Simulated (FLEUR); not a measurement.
How far to go with the basis cutoff: Tm (P-3m1, 2 atoms in the cell)

```
CELL_PARAMETERS angstrom
      1.76115    -3.05040     0.00000
      1.76115     3.05040     0.00000
      0.00000     0.00000     5.52225
ATOMIC_POSITIONS crystal
  Tm 0.33333 0.66667 0.25905
  Tm 0.66667 0.33333 0.75000
```
Moments meant for the start (each program seeds them in its own way; μB, in the order of the atoms Tm Tm): 2.0 2.0.

Level of theory: LDA (Perdew-Zunger), all-electron FLAPW (FLEUR), scalar-relativistic valence in FLEUR.

Base settings: Kmax = 3.8 1/bohr; GmaxXC = 11.4 1/bohr; xcFunctional = pz; jspins = 2; l_soc = F; mode = hist; fermiSmearingEnergy = 0.00367493 Htr; mesh (inpgen div1-3) = 4 4 2; inpgen gamma flag = true; Gmax = 11.4 1/bohr.

Moved along: Gmax, GmaxXC.

The second cell is the first with its lattice scaled by 0.98.

The mesh stays at the base's, so the ladder's end is converged at best in this setting alone.

Only quantities that move along the ladder and can be compared are tabulated.

The magnetic state is not the same in all runs (site moments differ, or a search went on to a lower state), so steps between rows are not convergence errors alone.

Core times come from one kind of shared machine, to one figure; runs under 30 s give none.

The starting cell has typed, rounded lattice constants, without a prior relaxation at this level. Its lattice was rescaled by up to half a per cent. One atom was moved a little off its site on purpose. The magnetic order is the one reached from the typed start; others were not searched systematically. With U or open f shells several self-consistent states can exist. The f electrons are in the valence without U or exact exchange, which can misplace them near the Fermi level. Spin-orbit terms, which matter for f shells, are left out. Values depend on the basis (sphere radii, cutoffs, local orbitals), which need not be converged.

Steps (Kmax): 2.25 1/bohr; 2.4 1/bohr; 2.55 1/bohr; 2.69 1/bohr; 2.82 1/bohr; 2.94 1/bohr; 3.18 1/bohr; 3.4 1/bohr; 3.6 1/bohr; 3.8 1/bohr; 3.99 1/bohr; 4.16 1/bohr; 4.42 1/bohr; 4.65 1/bohr; 5.03 1/bohr.

Problem. What is the coarsest Kmax that holds the net moment within 0.05 μB/atom of the last step, with all finer ones?

Solution. 3.18 1/bohr, at about 0.3 of the last step's time; the step before is off by 0.064 μB/atom.

Problem. What is the coarsest Kmax that holds the free energy within 5 meV/atom of the last step, with all finer ones?

Solution. 4.16 1/bohr; the step before is off by 9.2 meV/atom.

Problem. What is the coarsest Kmax that holds the energy of the compressed cell less the first within 0.5 meV/atom of the last step, with all finer ones?

Solution. 3.8 1/bohr, at about 0.4 of the last step's time; the step before is off by 0.89 meV/atom.

```tsv
Kmax	free energy less the last step's (meV/atom)	energy of the compressed cell less the first (meV/atom)	net moment (μB/atom)	core time / last (rough)
2.25 1/bohr	10957.94	159.03	0.000	0.2
2.4 1/bohr	6227.35	-321.81	0.861	–
2.55 1/bohr	2967.76	-81.75	0.970	0.3
2.69 1/bohr	1735.73	-71.32	1.017	0.3
2.82 1/bohr	1043.20	-14.44	1.059	0.2
2.94 1/bohr	645.19	-36.88	1.084	0.3
3.18 1/bohr	228.04	-4.76	1.113	0.3
3.4 1/bohr	95.98	-1.61	1.127	0.4
3.6 1/bohr	43.11	-1.79	1.136	0.3
3.8 1/bohr	19.22	-2.24	1.141	0.4
3.99 1/bohr	9.16	-2.39	1.143	0.6
4.16 1/bohr	4.60	-2.36	1.145	0.6
4.42 1/bohr	1.70	-2.59	1.146	0.7
4.65 1/bohr	0.66	-2.65	1.147	0.8
5.03 1/bohr	0.00	-2.68	1.148	1
```

The energy difference between the two cells stays within 1 meV/atom of the last step's from 3.6 1/bohr on, the total only from 4.65 1/bohr on: much of the error is common to both cells and cancels.
